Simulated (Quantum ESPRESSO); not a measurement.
# Short convergence ladders for ZrOs (P4mm, 2 atoms in the cell)

```xyz
2
Lattice="3.2863 0.0000 0.0000 0.0000 3.2863 0.0000 0.0000 0.0000 3.2863" Properties=species:S:1:pos:R:3 pbc="T T T"
Zr     1.6432     1.6432     1.6932
Os     0.0000     0.0000     0.0000
```

Base method: PBEsol, SSSP 1.1.2 precision (PBE) pseudopotentials (plane waves; Quantum ESPRESSO).

Base settings: ecutwfc = 50 Ry; ecutrho = 400 Ry; occupations = smearing; smearing = gaussian; degauss = 0.0073499 Ry; input_dft = pbesol; potentials = {Zr: Zr_pbe_v1.uspp.F.UPF, Os: Os_pbe_v1.2.uspp.F.UPF}; K_POINTS = automatic 4 4 4 0 0 0; conv_thr = 1e-10 Ry.

The count of work is k-points × plane waves × bands × iterations; it is no time. Core times come from one kind of shared machine, to one figure; runs under 30 s give none.

**The cutoff for other potential files**

Level: DFT, PBEsol, plane waves, GBRV 1.5 ultrasoft (PBESOL) pseudopotentials.

In this ladder: input_dft = default; pseudopotentials = {Zr: zr_pbesol_v1.uspp.F.UPF, Os: os_pbesol_v1.2.uspp.F.UPF}. Moved along: ecutrho.

The second cell is the first with its lattice scaled by 0.98.

The mesh stays at the base's, so the ladder's end is converged at best in this setting alone.

Only quantities that move along the ladder and can be compared are tabulated.

```tsv
ecutwfc	free energy less the last step's (meV/atom)	energy of the compressed cell less the first (meV/atom)	pressure (GPa)	largest difference of a force vector from the last step's (eV/Å)	count of work / last	core time / last (rough)
18 Ry	6559.35	-164.20	-221.57	0.129	0.11	–
22 Ry	1880.58	-47.86	-88.88	0.013	0.14	–
28 Ry	226.48	-0.59	-21.50	0.000	0.19	–
34 Ry	21.15	-0.20	-7.92	0.000	0.29	–
40 Ry	10.16	-0.04	-6.57	0.000	0.36	–
48 Ry	7.64	0.03	-6.66	0.000	0.47	0.4
60 Ry	3.78	-0.07	-6.65	0.000	0.65	0.4
80 Ry	0.00	-0.11	-6.59	0.000	1.0	1
```

Coarsest ecutwfc that holds the energy of the compressed cell less the first within 2 meV/atom of the last step, with all finer ones: 28 Ry, at 0.19 of the last step's count of work; the step before is off by 48 meV/atom.

Coarsest ecutwfc that holds the pressure within 0.5 GPa of the last step, with all finer ones: 40 Ry, at 0.36 of the last step's count of work; the step before is off by 1.3 GPa.

Coarsest ecutwfc that holds the free energy within 5 meV/atom: not settled: the last two steps still differ by 3.8 meV/atom, over half the tolerance, so the ladder does not show it.

At the lowest cutoff the pressure lies 215 GPa under the last step's, the usual sign of Pulay stress in an incomplete plane-wave basis.

**The density cutoff**

The second cell is the first with its lattice scaled by 0.98.

The mesh stays at the base's, so the ladder's end is converged at best in this setting alone.

Only quantities that move along the ladder and can be compared are tabulated.

| ecutrho | free energy less the last step's (meV/atom) | energy of the compressed cell less the first (meV/atom) | pressure (GPa) | core time / last (rough) |
|---|---|---|---|---|
| 100 Ry | 7.19 | 2.72 | -6.21 | – |
| 150 Ry | -0.81 | 2.33 | -6.30 | – |
| 200 Ry | -0.73 | 2.33 | -6.31 | – |
| 250 Ry | -0.39 | 2.35 | -6.29 | – |
| 300 Ry | -0.23 | 2.33 | -6.31 | – |
| 400 Ry | -0.04 | 2.33 | -6.31 | 0.5 |
| 500 Ry | 0.00 | 2.33 | -6.31 | 0.5 |
| 600 Ry | 0.00 | 2.33 | -6.31 | 0.7 |
| 800 Ry | 0.00 | 2.33 | -6.31 | 1 |

Coarsest ecutrho that holds the pressure within 0.05 GPa of the last step, with all finer ones: 150 Ry; the step before is off by 0.10 GPa.

Coarsest ecutrho that holds the energy of the compressed cell less the first within 0.2 meV/atom of the last step, with all finer ones: 150 Ry; the step before is off by 0.38 meV/atom.

Coarsest ecutrho that holds the free energy within 2 meV/atom of the last step, with all finer ones: 150 Ry; the step before is off by 7.2 meV/atom.

The energy difference between the two cells stays within 1 meV/atom of the last step's from 100 Ry on, the total only from 150 Ry on: much of the error is common to both cells and cancels.

**The relaxed cell against the cutoff**

On ZrOs (Pm-3m, 2 atoms in the cell): atoms on their sites.

In this ladder: calculation = vc-relax; tprnfor = default; tstress = default. Moved along: ecutrho.

The mesh stays at the base's, so the ladder's end is converged at best in this setting alone.

Only quantities that move along the ladder and can be compared are tabulated.

| ecutwfc | relaxed volume (Å³/atom) | relaxation steps | core time / last (rough) |
|---|---|---|---|
| 25 Ry | 15.849 | 2 | 0.2 |
| 30 Ry | 16.848 | 3 | 0.2 |
| 35 Ry | 17.183 | 3 | 0.3 |
| 42 Ry | 17.223 | 2 | 0.3 |
| 50 Ry | 17.220 | 2 | 0.3 |
| 60 Ry | 17.220 | 2 | 0.6 |
| 75 Ry | 17.223 | 2 | 0.5 |
| 100 Ry | 17.224 | 2 | 1 |

Coarsest ecutwfc that holds the relaxed volume within 0.034 Å³/atom of the last step, with all finer ones: 42 Ry, at about 0.3 of the last step's time; the step before is off by 0.041 Å³/atom.

At the lowest cutoff the cell relaxes to a volume 8.0 % smaller than at the highest.

On the base run: the starting cell comes from a database of computed structures (which also holds hypothetical and non-ambient phases and stackings), without a prior relaxation at this level. Its lattice was rescaled by up to half a per cent. One atom was moved a little off its site on purpose. Spin polarisation is off. Without a gap this mesh is coarse (it stands for a supercell whose shortest vector is 13 Å).
